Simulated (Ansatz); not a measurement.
End structure of the (321) surface of germanium in its 1x1 cell, relaxed from an ideal cut (the real face may reconstruct), outermost plane spacing 0.77 Å in the ideal cut (in the relaxation like top atoms buckled by 0.6 Å):

```yaml
crystal:
  lattice:
    - [7.05453, 0.00000, 0.00000]
    - [-2.35151, 8.79855, 0.00000]
    - [0.00000, 0.00000, 27.00000]
  atoms:
    - { symbol: Ge, position: [0.53140, 0.77031, 0.29899] }
    - { symbol: Ge, position: [0.20502, 0.59274, 0.32143] }
    - { symbol: Ge, position: [0.82740, 0.60619, 0.32427] }
    - { symbol: Ge, position: [0.61519, 0.35271, 0.34913] }
    - { symbol: Ge, position: [0.26262, 0.35055, 0.35843] }
    - { symbol: Ge, position: [0.02697, 0.08948, 0.33973] }
    - { symbol: Ge, position: [0.72598, 0.13456, 0.38435] }
    - { symbol: Ge, position: [0.45870, 0.88302, 0.38372] }
    - { symbol: Ge, position: [0.13760, 0.93889, 0.40919] }
    - { symbol: Ge, position: [0.89140, 0.68279, 0.41492] }
    - { symbol: Ge, position: [0.56992, 0.71677, 0.44498] }
    - { symbol: Ge, position: [0.32443, 0.46386, 0.44503] }
    - { symbol: Ge, position: [0.99738, 0.49905, 0.46996] }
    - { symbol: Ge, position: [0.74596, 0.24839, 0.47092] }
    - { symbol: Ge, position: [0.42852, 0.28603, 0.50311] }
    - { symbol: Ge, position: [0.17862, 0.03540, 0.49689] }
    - { symbol: Ge, position: [0.86118, 0.07304, 0.52908] }
    - { symbol: Ge, position: [0.60976, 0.82238, 0.53004] }
    - { symbol: Ge, position: [0.28271, 0.85757, 0.55497] }
    - { symbol: Ge, position: [0.03722, 0.60466, 0.55502] }
    - { symbol: Ge, position: [0.71574, 0.63864, 0.58508] }
    - { symbol: Ge, position: [0.46954, 0.38253, 0.59081] }
    - { symbol: Ge, position: [0.14844, 0.43841, 0.61628] }
    - { symbol: Ge, position: [0.88116, 0.18687, 0.61565] }
    - { symbol: Ge, position: [0.58018, 0.23195, 0.66027] }
    - { symbol: Ge, position: [0.34452, 0.97088, 0.64157] }
    - { symbol: Ge, position: [0.99195, 0.96872, 0.65087] }
    - { symbol: Ge, position: [0.77974, 0.71524, 0.67573] }
    - { symbol: Ge, position: [0.40212, 0.72869, 0.67857] }
    - { symbol: Ge, position: [0.07574, 0.55111, 0.70101] }
```

Model: 30-atom slab, 10.8 Å thick at the start, 4x3x1 mesh, Fermi-Dirac 0.025 eV, dipole correction, all atoms relaxed; held to the start's symmetry, so lower structures may exist; no spin (no spin-polarised run to compare, though such a face may carry moments), no spin-orbit, no U. The slab shows no gap on its mesh.

Question: Predict the work function of the top face from PBE (Ansatz, a first-principles code).

Answer: 4.22 eV

Question: What is the computed surface energy (mean of both faces) (PBE)?

Answer: 58 meV/Å^2
